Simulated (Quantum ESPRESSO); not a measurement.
## Zone-centre phonon calculation of Sn (I4_1/amd, 2 atoms in the cell) at several settings

```
CELL_PARAMETERS angstrom
      2.91456    -2.91456     1.58539
      2.91456     2.91456     1.58539
     -2.91456    -2.91456     1.58539
ATOMIC_POSITIONS crystal
  Sn 0.50000 0.25000 0.75000
  Sn 0.00000 0.00000 0.00000
```

Base: Quantum ESPRESSO with PBE, SSSP 1.1.2 efficiency (PBE) pseudopotentials. Its settings: ecutwfc = 40 Ry; ecutrho = 320 Ry; occupations = smearing; smearing = methfessel-paxton; degauss = 0.019992 Ry; potentials = {Sn: Sn_pbe_v1.uspp.F.UPF}; K_POINTS = automatic 8 8 8 0 0 0; conv_thr = 1e-09 Ry; mixing_beta = 0.4. Starting volume 26.93 Å³ per atom.

Each line gives the change from the base single point and the result:

- ph.x.tr2_ph: default → 1e-14; ph.x.fildyn: default → dyn.G; dynmat.x.fildyn: default → dyn.G; dynmat.x.asr: default → simple: zone-centre frequencies (cm⁻¹; negative means imaginary) 0, 0, 0, 41, 132, 132.
- K_POINTS: automatic 8 8 8 0 0 0 → automatic 5 5 5 0 0 0; ph.x.tr2_ph: default → 1e-14; ph.x.fildyn: default → dyn.G; dynmat.x.fildyn: default → dyn.G; dynmat.x.asr: default → simple: pressure 3.46 GPa; zone-centre frequencies (cm⁻¹; negative means imaginary) 0, 0, 0, 53, 123, 123.
- conv_thr: 1e-09 Ry → 7.3e-06 Ry; ph.x.tr2_ph: default → 1e-14; ph.x.fildyn: default → dyn.G; dynmat.x.fildyn: default → dyn.G; dynmat.x.asr: default → simple: pressure 2.31 GPa; zone-centre frequencies (cm⁻¹; negative means imaginary) 0, 0, 0, 41, 133, 133.

The starting cell comes from a database of computed structures (which also holds hypothetical and non-ambient phases and stackings), without a prior relaxation at this level. Its lattice was rescaled by a random factor within 2.5 % of one.

Frequencies and response belong to this unrelaxed cell, and polar modes hold no LO-TO splitting.
